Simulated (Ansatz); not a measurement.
# Cr under a change: pressure 100 GPa

Take Cr in the bcc (W type) structure (space group Im-3m, No. 229; a = 2.848 Å; non-magnetic) as the base.

Now apply this change: a hydrostatic pressure of 100 GPa.

Method: plane-wave PAW DFT at the PBE level (Ansatz, a program for electronic structure, 420 eV), without spin-orbit coupling. Settings: 23×23×23 k-points, 0.05 eV Fermi–Dirac smearing.

The volume per atom decreases by 2.44 Å³, from 11.55 Å³ to 9.11 Å³ and the density increases by 2.00 g/cm³, from 7.48 g/cm³ to 9.48 g/cm³. The lattice parameter a decreases by 0.2164 Å, from 2.848 Å to 2.631 Å and the shortest interatomic distance shrinks by 0.187 Å (2.466 Å → 2.279 Å). The band gap remains zero.

Cost of the whole job for the changed cell (relaxation, final SCF and bands): about 11 core-seconds (a rough figure).

Load acts through the strain it causes; cell and atoms are relaxed under it. No phonon test of stability was made. Competing high-pressure phases were not computed. Starting moments died away, wholly or in part, for the base; another magnetic solution may exist. All final runs are without spin polarisation. Real Cr is antiferromagnetic at low temperature and ambient pressure, an order that this cell doesn't hold.
